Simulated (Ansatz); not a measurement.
The starting structures come from a database of crystals and need not be the phases stable at ambient conditions.

Given:

```xyz
2
Lattice="4.3420 0.0000 0.0000 0.0000 4.3420 0.0000 2.1710 2.1710 2.9782" Properties=species:S:1:pos:R:3 pbc="T T T"
Cd     0.0000     0.0000     0.0000
Se     2.1710     4.3420     1.4891
```

The cell is strained (lengths along the current scaled by 0.97, ions clamped); by r2SCAN it stands under a pressure of 1.5 GPa.

Transport runs along the normal of the first two printed cell vectors, the (001) (indices of the unstrained crystal) plane of the conventional cell.

The gap is the functional's own, uncorrected, and κ follows it; spin-orbit coupling is left out. Mid-gap means the computed energy nearest the middle.

Q: Compute, with r2SCAN (Ansatz, a program for electronic structure), the band gap and the smallest decay constant κ at mid-gap.

A: Gap 1.04 eV on a 10×10×10 mesh; κ = 0.081 1/Å, at the zone centre.
